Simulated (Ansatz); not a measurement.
# The (30-32) surface of hcp Tl in its 1x1 cell, outermost plane spacing 0.97 Å in the ideal cut

All values below come from r2SCAN, at the PBE geometry (plane waves to 500 eV, PAW; Ansatz, a program for electronic structure).

Slab: 22 atoms, 9.7 Å thick at the start (thin: gaps and levels are the slab's own); k 11x2x1, smearing 0.1 eV, dipole-corrected; single point; on the structure that PBE left under its start's symmetry; no spin, no spin-orbit, no U.

```yaml
surface energy (mean of both faces): 0.35 J/m^2
work_function_of_the_top_face: 3.53 eV
cost: around 4 core-minutes (rough)
```
